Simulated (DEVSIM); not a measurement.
System: W/SiO2/p-GaAs capacitor, at 300 K.

```tsv
layer (left to right)	material	thickness (nm)	Na (cm⁻³)
1	SiO2	1.80	-
2	GaAs	1700	1.5e17
```

Metal gate on the left, work function 4.6 eV. Fixed charge at the semiconductor interface 0 cm⁻² (in units of +e); interface traps 9.4e11 cm⁻² eV⁻¹, uniform in energy, neutral level at 0.5 of the gap above the valence band.

The device is made up for the run: typed textbook-type constants, with dimensions and the other settings drawn at random. Values at 300 K.

| parameter | SiO2 | GaAs |
|---|---|---|
| gap (eV) | 9 | 1.424 |
| affinity (eV) | 0.9 | 4.07 |
| permittivity | 3.9 | 12.9 |
| Nc (cm⁻³) | - | 4.7e17 |
| Nv (cm⁻³) | - | 9e18 |

Simulated with DEVSIM: 1D Poisson equation in equilibrium, Boltzmann statistics, complete ionisation; no quantum confinement or tunnelling. Metal contacts follow the ideal Schottky-Mott rule: no Fermi-level pinning, no interface dipoles.

### Question
Tabulate band edges, carrier densities and field at 0.1 V on the gate.

### Answer
Energies count from the Fermi level of the right contact; mesh points crowd at the junctions.

| x (μm) | Ec (eV) | Ev (eV) | n (cm⁻³) | p (cm⁻³) | field (V/cm) |
|---|---|---|---|---|---|
| 0.000 | 3.600 | -5.400 | < 1e2 | < 1e2 | 660000 |
| 0.0006863 | 3.645 | -5.355 | < 1e2 | < 1e2 | 660000 |
| 0.001284 | 3.684 | -5.316 | < 1e2 | < 1e2 | 660000 |
| 0.002062 | 0.552 | -0.872 | 2.5e8 | 20000 | 180000 |
| 0.003956 | 0.585 | -0.839 | 6.9e7 | 73000 | 170000 |
| 0.006951 | 0.636 | -0.788 | 9700000 | 520000 | 170000 |
| 0.01306 | 0.734 | -0.690 | 220000 | 2.3e7 | 150000 |
| 0.02960 | 0.958 | -0.466 | < 1e2 | 1.4e11 | 120000 |
| 0.05764 | 1.208 | -0.216 | < 1e2 | 2.1e15 | 60000 |
| 0.1091 | 1.316 | -0.108 | < 1e2 | 1.4e17 | 1900 |
| 0.2070 | 1.318 | -0.106 | < 1e2 | 1.5e17 | ≈ 0 |
| 0.4982 | 1.318 | -0.106 | < 1e2 | 1.5e17 | ≈ 0 |
| 0.9340 | 1.318 | -0.106 | < 1e2 | 1.5e17 | ≈ 0 |
| 1.299 | 1.318 | -0.106 | < 1e2 | 1.5e17 | ≈ 0 |
| 1.535 | 1.318 | -0.106 | < 1e2 | 1.5e17 | ≈ 0 |
| 1.615 | 1.318 | -0.106 | < 1e2 | 1.5e17 | ≈ 0 |
| 1.657 | 1.318 | -0.106 | < 1e2 | 1.5e17 | ≈ 0 |
| 1.679 | 1.318 | -0.106 | < 1e2 | 1.5e17 | ≈ 0 |
| 1.693 | 1.318 | -0.106 | < 1e2 | 1.5e17 | ≈ 0 |
| 1.698 | 1.318 | -0.106 | < 1e2 | 1.5e17 | ≈ 0 |
| 1.700 | 1.318 | -0.106 | < 1e2 | 1.5e17 | ≈ 0 |
| 1.702 | 1.318 | -0.106 | < 1e2 | 1.5e17 | ≈ 0 |
